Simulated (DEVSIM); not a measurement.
Device: isotype n-n heterojunction GaP/Si, at 300 K.

```
layer (left to right)  material  thickness (μm)  Nd (cm⁻³)  τn (s)  τp (s)
---------------------  --------  --------------  ---------  ------  ------
1                           GaP           0.470     4.8e16  3.8e-7  3.8e-7
2                            Si           0.120     4.9e15  3.8e-7  1.1e-8
```

Left contact: ohmic. Right contact: ohmic. Voltage is applied to the left contact. Recombination: SRH at mid-gap, Auger. Mobility is constant in doping.

The device is made up for the run: typed textbook-type constants, with dimensions and the other settings drawn at random. Values at 300 K.

```csv
parameter,GaP,Si
gap (eV),2.26,1.124
affinity (eV),3.8,4.05
permittivity,11.1,11.7
Nc (cm⁻³),1.8e19,2.86e19
Nv (cm⁻³),1.9e19,3.1e19
μn (cm²/Vs),250,1417
μp (cm²/Vs),150,470
Cn (cm⁶/s),1e-30,2.8e-31
Cp (cm⁶/s),1e-30,9.9e-32
```

DEVSIM, 1D drift-diffusion, Boltzmann statistics, complete ionisation; no tunnelling, impact ionisation, image-force lowering or self-heating. Band offsets follow the typed affinities; no thermionic-emission limit at abrupt steps, no polarisation charge.

### Question
Tabulate band edges, carrier densities and field at 1.15 V on the left contact.

### Answer
Energies count from the Fermi level of the right contact; mesh points crowd at the junctions.

```json
[
 {"x (μm)": "0.000", "Ec (eV)": "-0.997", "Ev (eV)": "-3.257", "n (cm⁻³)": "4.8e16", "p (cm⁻³)": "< 1e2", "field (V/cm)": "270"},
 {"x (μm)": "0.003678", "Ec (eV)": "-0.997", "Ev (eV)": "-3.257", "n (cm⁻³)": "4.8e16", "p (cm⁻³)": "< 1e2", "field (V/cm)": "270"},
 {"x (μm)": "0.01073", "Ec (eV)": "-0.996", "Ev (eV)": "-3.256", "n (cm⁻³)": "4.8e16", "p (cm⁻³)": "< 1e2", "field (V/cm)": "270"},
 {"x (μm)": "0.02245", "Ec (eV)": "-0.996", "Ev (eV)": "-3.256", "n (cm⁻³)": "4.8e16", "p (cm⁻³)": "< 1e2", "field (V/cm)": "270"},
 {"x (μm)": "0.05594", "Ec (eV)": "-0.995", "Ev (eV)": "-3.255", "n (cm⁻³)": "4.8e16", "p (cm⁻³)": "< 1e2", "field (V/cm)": "270"},
 {"x (μm)": "0.1016", "Ec (eV)": "-0.994", "Ev (eV)": "-3.254", "n (cm⁻³)": "4.8e16", "p (cm⁻³)": "< 1e2", "field (V/cm)": "270"},
 {"x (μm)": "0.1814", "Ec (eV)": "-0.992", "Ev (eV)": "-3.252", "n (cm⁻³)": "4.8e16", "p (cm⁻³)": "< 1e2", "field (V/cm)": "290"},
 {"x (μm)": "0.3322", "Ec (eV)": "-0.890", "Ev (eV)": "-3.150", "n (cm⁻³)": "1.5e15", "p (cm⁻³)": "< 1e2", "field (V/cm)": "34000"},
 {"x (μm)": "0.3934", "Ec (eV)": "-0.538", "Ev (eV)": "-2.798", "n (cm⁻³)": "1.6e14", "p (cm⁻³)": "< 1e2", "field (V/cm)": "81000"},
 {"x (μm)": "0.4301", "Ec (eV)": "-0.187", "Ev (eV)": "-2.447", "n (cm⁻³)": "1.2e14", "p (cm⁻³)": "< 1e2", "field (V/cm)": "110000"},
 {"x (μm)": "0.4493", "Ec (eV)": "0.039", "Ev (eV)": "-2.221", "n (cm⁻³)": "1.0e14", "p (cm⁻³)": "< 1e2", "field (V/cm)": "120000"},
 {"x (μm)": "0.4629", "Ec (eV)": "0.216", "Ev (eV)": "-2.044", "n (cm⁻³)": "9.5e13", "p (cm⁻³)": "< 1e2", "field (V/cm)": "140000"},
 {"x (μm)": "0.4683", "Ec (eV)": "0.290", "Ev (eV)": "-1.970", "n (cm⁻³)": "9.2e13", "p (cm⁻³)": "< 1e2", "field (V/cm)": "140000"},
 {"x (μm)": "0.4713", "Ec (eV)": "0.079", "Ev (eV)": "-1.045", "n (cm⁻³)": "1.2e18", "p (cm⁻³)": "< 1e2", "field (V/cm)": "99000"},
 {"x (μm)": "0.4781", "Ec (eV)": "0.121", "Ev (eV)": "-1.003", "n (cm⁻³)": "2.4e17", "p (cm⁻³)": "440", "field (V/cm)": "42000"},
 {"x (μm)": "0.4882", "Ec (eV)": "0.151", "Ev (eV)": "-0.973", "n (cm⁻³)": "7.5e16", "p (cm⁻³)": "1400", "field (V/cm)": "22000"},
 {"x (μm)": "0.5044", "Ec (eV)": "0.177", "Ev (eV)": "-0.947", "n (cm⁻³)": "2.8e16", "p (cm⁻³)": "3800", "field (V/cm)": "12000"},
 {"x (μm)": "0.5324", "Ec (eV)": "0.200", "Ev (eV)": "-0.924", "n (cm⁻³)": "1.2e16", "p (cm⁻³)": "9200", "field (V/cm)": "5900"},
 {"x (μm)": "0.5644", "Ec (eV)": "0.215", "Ev (eV)": "-0.909", "n (cm⁻³)": "6.8e15", "p (cm⁻³)": "16000", "field (V/cm)": "3900"},
 {"x (μm)": "0.5770", "Ec (eV)": "0.219", "Ev (eV)": "-0.905", "n (cm⁻³)": "5.8e15", "p (cm⁻³)": "20000", "field (V/cm)": "3700"},
 {"x (μm)": "0.5848", "Ec (eV)": "0.222", "Ev (eV)": "-0.902", "n (cm⁻³)": "5.2e15", "p (cm⁻³)": "22000", "field (V/cm)": "3600"},
 {"x (μm)": "0.5900", "Ec (eV)": "0.224", "Ev (eV)": "-0.900", "n (cm⁻³)": "4.9e15", "p (cm⁻³)": "24000", "field (V/cm)": "3600"}
]
```
